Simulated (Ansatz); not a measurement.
**A short convergence ladder for Cl (Cm, 4 atoms in the cell)**

```
Cl
1.0
    2.24672    -3.12936     0.00000
    2.24672     3.12936     0.00000
    0.00000     0.00000     8.28478
Cl
4
Direct
  0.87700   0.87700   0.90304
  0.62300   0.62300   0.39700
  0.37700   0.37700   0.60300
  0.12300   0.12300   0.10300
```

Base method: PBEsol, default PAW files made with PBE (plane waves; Ansatz, a first-principles code).

Base settings: basis.ecutwfc = 420 eV; kpoints.mp_grid.grid = 7 7 3; hamiltonian.xc = pbesol; hamiltonian.pseudopotentials = {kind: paw} (the program's default PAW files); scf.occupations.method = fermi_dirac; scf.occupations.width = 0.01 eV.

**The width of Fermi-Dirac smearing**

The mesh stays at the base's, so the ladder's end is converged at best in this setting alone.

Only quantities that move along the ladder and can be compared are tabulated.

```tsv
scf.occupations.width	free energy less the last step's (meV/atom)	pressure (GPa)	largest difference of a force vector from the last step's (eV/Å)
1 eV	-556.59	5.11	2.879
0.5 eV	-67.21	0.71	0.800
0.2 eV	-0.41	-0.69	0.017
0.1 eV	0.00	-0.71	0.000
0.02 eV	0.00	-0.71	0.000
```

Widest scf.occupations.width that holds the free energy within 0.5 meV/atom of the last step, with all finer ones: 0.2 eV; the step before is off by 67 meV/atom.

Widest scf.occupations.width that holds the forces within 0.01 eV/Å of the last step, with all finer ones: 0.1 eV; the step before is off by 0.017 eV/Å.

Widest scf.occupations.width that holds the pressure within 0.2 GPa of the last step, with all finer ones: 0.2 eV; the step before is off by 1.4 GPa.

On the base run: the starting cell has typed, rounded lattice constants, without a prior relaxation at this level. Its lattice was rescaled by up to half a per cent. One atom was moved a little off its site on purpose. Ansatz's pressure includes its estimate of the finite-basis (Pulay) stress.

Keys are those of Ansatz 0.2.
